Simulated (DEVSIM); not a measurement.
**abrupt Si p-n junction**

System: abrupt Si p-n junction, at 400 K.

```tsv
layer (left to right)	material	thickness (μm)	Nd (cm⁻³)	Na (cm⁻³)	τn (s)	τp (s)
1	Si	74.0	-	7.6e17	0.00011	0.00011
2	Si	3.40	5.5e15	-	0.00011	0.00011
```

Left contact: ohmic. Right contact: ohmic. Voltage is applied to the left contact. Recombination: SRH at mid-gap, radiative, Auger. Mobility is μmin + (μ − μmin)/(1 + (N/Nref)^α).

Constants are typed, rounded textbook-type inputs, not results; the design itself was drawn at random and stands for no fabricated device. Values at 300 K; Nc and Nv go as T^1.5, mobilities as T to minus their exponent, the gap by Varshni's rule with the affinity fixed.

```tsv
parameter	Si
gap (eV)	1.124
affinity (eV)	4.05
permittivity	11.7
Nc (cm⁻³)	2.86e19
Nv (cm⁻³)	3.1e19
μn (cm²/Vs)	1417
μp (cm²/Vs)	470
μn,min	52
μp,min	45
Nref,n	9.7e16
Nref,p	2.2e17
αn	0.68
αp	0.72
T exponent of μn	2.3
T exponent of μp	2.2
B (cm³/s)	4.7e-15
Cn (cm⁶/s)	2.8e-31
Cp (cm⁶/s)	9.9e-32
Varshni α (eV/K)	0.000473
Varshni β (K)	636
```

Model (solved in DEVSIM): 1D drift-diffusion, Boltzmann statistics, complete ionisation; no tunnelling, impact ionisation, image-force lowering or self-heating.

```
Property                                            Value
---------------------------------------------  ----------
Potential step across the device at zero bias     0.644 V
Largest field in the device at zero bias       60000 V/cm
Dark forward voltage at 1 A/cm²                   0.369 V
Dark forward voltage at 100 A/cm²                 0.620 V
```

Small-signal capacitance in reverse bias (quasi-static):

```json
[
 {"V (V)": "-0.4", "C (nF/cm²)": "22.1"},
 {"V (V)": "-1", "C (nF/cm²)": "17.2"},
 {"V (V)": "-2", "C (nF/cm²)": "13.3"},
 {"V (V)": "-3", "C (nF/cm²)": "11.3"},
 {"V (V)": "-4", "C (nF/cm²)": "9.97"},
 {"V (V)": "-6", "C (nF/cm²)": "8.31"},
 {"V (V)": "-8", "C (nF/cm²)": "7.27"},
 {"V (V)": "-10", "C (nF/cm²)": "6.55"},
 {"V (V)": "-13", "C (nF/cm²)": "5.78"},
 {"V (V)": "-16", "C (nF/cm²)": "5.23"},
 {"V (V)": "-20", "C (nF/cm²)": "4.69"}
]
```

Dark reverse current:

```csv
V (V),J (A/cm²)
-0.40,-2.6e-5
-1.00,-2.7e-5
-2.00,-2.9e-5
-3.00,-3.1e-5
-4.00,-3.3e-5
-6.00,-3.6e-5
-8.00,-3.9e-5
-10.00,-4.2e-5
-13.00,-4.8e-5
-16.00,-5.4e-5
-20.00,-6.4e-5
```
